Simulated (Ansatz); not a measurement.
# What Mg vacancy, symmetric start does to MgS

Base system: a 24-atom supercell of MgS in the rock salt structure (space group Fm-3m, No. 225; a = 5.182 Å) at its relaxed geometry.

One thing is altered: one Mg atom is removed, atoms relaxed at fixed cell.

The values are results of PBEsol/PAW in Ansatz (a first-principles code), scalar-relativistic without spin-orbit coupling, not measurements. Settings: 4×3×4 k-points, 0.01 eV Fermi–Dirac smearing.

```tsv
quantity	base	changed	shift
gap of the supercell	2.73 eV	zero	–
total moment of the cell	–	0.0 μB	–
energy gained by relaxation	–	0.06 eV	–
largest displacement of a host atom from its site in the perfect cell	–	0.05 Å	–
mean distance from the defect site to its nearest host atoms	2.59 Å	2.63 Å	+0.04 Å
```

Final structure:

```yaml
crystal:
  lattice:
    - [0.00000, 5.18196, 5.18196]
    - [5.18196, -5.18196, 5.18196]
    - [5.18196, 5.18196, 0.00000]
  atoms:
    - { symbol: S, position: [0.00000, 0.99892, 0.00000] }
    - { symbol: S, position: [0.99370, 0.99850, 0.50315] }
    - { symbol: S, position: [0.16352, 0.33483, 0.16352] }
    - { symbol: S, position: [0.16352, 0.33483, 0.67297] }
    - { symbol: S, position: [0.33333, 0.66667, 0.33333] }
    - { symbol: S, position: [0.33333, 0.66667, 0.83333] }
    - { symbol: S, position: [0.50315, 0.99850, 0.99370] }
    - { symbol: S, position: [0.50315, 0.99850, 0.50315] }
    - { symbol: S, position: [0.67297, 0.33483, 0.16352] }
    - { symbol: S, position: [0.66667, 0.33442, 0.66667] }
    - { symbol: S, position: [0.83333, 0.66667, 0.33333] }
    - { symbol: S, position: [0.83333, 0.66667, 0.83333] }
    - { symbol: Mg, position: [0.33333, 0.16667, 0.83333] }
    - { symbol: Mg, position: [0.49808, 0.49546, 0.49808] }
    - { symbol: Mg, position: [0.49808, 0.49546, 0.00384] }
    - { symbol: Mg, position: [0.66667, 0.83170, 0.66667] }
    - { symbol: Mg, position: [0.66283, 0.83787, 0.16859] }
    - { symbol: Mg, position: [0.83333, 0.16667, 0.33333] }
    - { symbol: Mg, position: [0.83333, 0.16667, 0.83333] }
    - { symbol: Mg, position: [0.00384, 0.49546, 0.49808] }
    - { symbol: Mg, position: [0.00000, 0.50163, 0.00000] }
    - { symbol: Mg, position: [0.16859, 0.83787, 0.66283] }
    - { symbol: Mg, position: [0.16859, 0.83787, 0.16859] }
```

Cost of the whole job for the changed cell (relaxation, final SCF and bands): around 7 core-minutes (rough).

The magnetic state is the one reached from the starting moments; the real material's order can differ, and small cells can't hold many antiferromagnetic ones. The cell is small, so the values are those of an ordered compound at a high defect concentration; dilute-limit values will differ. The mesh was chosen for an insulator and is coarse for the gapless case. The defect started on the symmetric site and kept its symmetry, so it may sit on a saddle. Starting moments died away, wholly or in part, for Mg vacancy; another magnetic solution may exist. The defect cell is spin-polarised and ends with 0.0 μB.
